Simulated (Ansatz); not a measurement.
BaTiNOF (model structure, Pmmm, No. 47, 5 atoms in the cell)

Calculation: HSE06+SOC (Ansatz, an electronic-structure program, PAW).

Settings: plane-wave cutoff 460 eV, 6×6×6 k mesh, Fermi–Dirac smearing 0.01 eV, PAW data made under PBE.

Cell (relaxed with PBEsol):

```
CELL_PARAMETERS angstrom
      3.97599     0.00000     0.00000
      0.00000     4.11264     0.00000
      0.00000     0.00000     4.02329
ATOMIC_POSITIONS crystal
  Ba 0.50000 0.50000 0.50000
  Ti 0.00000 0.00000 0.00000
  N  0.50000 0.00000 0.00000
  F  0.00000 0.50000 0.00000
  O  0.00000 0.00000 0.50000
```

```json
{
  "band_gap": "1.19 eV (on the SCF k mesh) (direct)"
}
```

Note: the relaxation could raise the start's symmetry but not lower it, so the cell can be a saddle point; cell and atoms aren't relaxed at this level (pressure 1.3 GPa).

Computed values are for the static lattice.

A model structure was made by putting elements into a prototype or built by hand; it is no filed structure, need not be a known phase, and can be a saddle point held by its symmetry.
